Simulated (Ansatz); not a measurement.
The parent structure is PbTe in the rock salt structure (space group Fm-3m, No. 225).

```
CELL_PARAMETERS angstrom
      0.00000     3.28473     3.28473
      3.28473     0.00000     3.28473
      3.28473     3.28473     0.00000
ATOMIC_POSITIONS crystal
  Te 0.50000 0.50000 0.50000
  Pb 0.00000 0.00000 0.00000
```

All numbers come from PBE/PAW in Ansatz (a quantum-chemistry and plane-wave program), no spin-orbit coupling.

Strains are applied to the cell and any free atomic positions relax.

One change was made to it. Results:

The energy grows by 26 meV/atom; the pressure increases by 34.71 kbar (-0.1 kbar → 34.7 kbar); the hole mass becomes 0.38 mₑ along k, 0.069 mₑ across (at L) (base: 0.49 mₑ along k, 0.092 mₑ across (at L)); the band gap falls by 0.16 eV, from 0.83 eV to 0.67 eV.

Question: Name the change that was made.
A. isotropic strain +3.00 %
B. isotropic strain −0.50 %
C. isotropic strain −2.50 %
D. isotropic strain +2.50 %

Answer: C, isotropic strain −2.50 %. For comparison, the band gap in the other runs: isotropic strain −0.50 % gives 0.80 eV; isotropic strain +3.00 % gives 0.96 eV; isotropic strain +2.50 % gives 0.94 eV.

With Pb and Te present, leaving out spin-orbit coupling can change the band edges. Effective masses come from finite differences of ±0.01 Å⁻¹. Along k means along the line from Γ to the band edge. Stability against distortions was not tested.
